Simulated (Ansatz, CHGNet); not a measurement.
# Si (diamond structure), cut as (111) film, 12 layers, ended by OH

The machine-learned potential CHGNet 0.3.0 relaxed the atoms in the cell cut from the PBE crystal; PBE (Ansatz, a first-principles code, plane waves, PAW) relaxed them on. Scalar-relativistic, no spin-orbit coupling.

How far does the machine-learned geometry lie from the PBE one?

The atoms moved by 0.238 Å root mean square and 0.635 Å at most. On the PBE geometry, where PBE's forces have fallen to 0.001 eV/Å root mean square, CHGNet's differ from them by 0.099 eV/Å.
